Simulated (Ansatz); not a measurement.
Worked example: self-consistent single point of V (Im-3m, 1 atom in the cell) in Ansatz (a first-principles code).

Method: PBE, norm-conserving files (source: ansatz) (plane waves; Ansatz).

```xyz
1
Lattice="-1.5074 1.5074 1.5074 1.5074 -1.5074 1.5074 1.5074 1.5074 -1.5074" Properties=species:S:1:pos:R:3 pbc="T T T"
V      0.0000     0.0000     0.0000
```

Reference input (self-consistent single point, DFT, PBE, plane waves, default PAW files): basis.ecutwfc = 420 eV; kpoints.mp_grid.grid = 15 15 15; hamiltonian.xc = pbe; hamiltonian.pseudopotentials = {kind: paw} (the program's default PAW files); scf.occupations.method = gaussian; scf.occupations.width = 0.1 eV. This run's input differs from it in these lines:

Ansatz 0.2 input:
```diff
@@ -9,3 +9,3 @@
 basis:
-  ecutwfc: 420.0 eV
+  ecutwfc: 1715.0 eV
 kpoints:
@@ -14,3 +14,3 @@
   xc: pbe
-  pseudopotentials: { kind: paw }
+  pseudopotentials: { kind: nc, source: ansatz }
 scf:
```

Output, abridged:

```
SCF iter   1: F=—  HF=-2089.851556 eV  |F-HF|=—  |Δ(HF+E_count)|=         —  Δρ=9.04e-2  dr2=9.28e-1  ethr=3.10e-3  ⟨swp⟩=6.8  Hψ=9181  notcnv=0
all-band conjugate gradients solve this SCF's bands
preconditioner: auto → none
SCF iter   2: F=—  HF=-2089.613903 eV  |F-HF|=—  |Δ(HF+E_count)|=   2.38e-1  Δρ=4.09e-2  dr2=1.16e-1  ethr=3.10e-3  ⟨swp⟩=3.2  Hψ=4010  notcnv=0  defer=29
SCF iter   3: F=—  HF=-2089.578495 eV  |F-HF|=—  |Δ(HF+E_count)|=   3.54e-2  Δρ=1.31e-2  dr2=3.71e-3  ethr=8.91e-4  ⟨swp⟩=3.0  Hψ=2830  notcnv=0  defer=29
SCF iter   4: F=—  HF=-2089.578701 eV  |F-HF|=—  |Δ(HF+E_count)|=   2.06e-4  Δρ=8.79e-4  dr2=2.16e-5  ethr=2.85e-5  ⟨swp⟩=1.1  Hψ=1391  notcnv=0  defer=29
SCF iter   5: F=—  HF=-2089.578695 eV  |F-HF|=—  |Δ(HF+E_count)|=   5.69e-6  Δρ=1.27e-4  dr2=5.55e-7  ethr=1.66e-7  ⟨swp⟩=2.2  Hψ=2054  notcnv=0  defer=29
SCF iter   6: F=-2089.578695 eV  HF=-2089.578695 eV  |F-HF|=2.28e-9  |Δ(HF+E_count)|=   4.12e-8  Δρ=2.33e-5  dr2=1.10e-8  ethr=7.69e-10  ⟨swp⟩=9.2  Hψ=7722  notcnv=0
SCF 1 converged in 6 iterations: F = -2089.578695 eV  dr2 = 1.10e-8
Free energy (F): -2089.578695 eV
Internal energy: -2089.571218 eV  (E = F + TS)
E sigma→0 (E₀):  -2089.574956 eV
Entropy (-TS):   -0.007478 eV (-7.478 meV/atom)
Fermi energy:    16.346467 eV
--- Forces (eV/Å), atoms counted from 1 ---
  atom   1  V      0.00000000    -0.00000000    -0.00000000
--- Stress (GPa, compression-positive) ---
       -3.330833      -0.000000      -0.000000
       -0.000000      -3.330833      -0.000000
        0.000000       0.000000      -3.330833
  P = ⅓ Tr σ = -3.3308 GPa (-33.308 kbar)
  The stress holds the Pulay correction. Without it, at fixed plane waves, as pw.x and ABINIT print it: P = -3.3398 GPa
```

The run converged in 6 iterations. Against the reference run the pressure moves little (-3.38 to -3.33 GPa).

The starting cell has typed, rounded lattice constants, without a prior relaxation at this level. Its lattice was rescaled by up to half a per cent. Spin polarisation is off. Ansatz's pressure includes its estimate of the finite-basis (Pulay) stress.
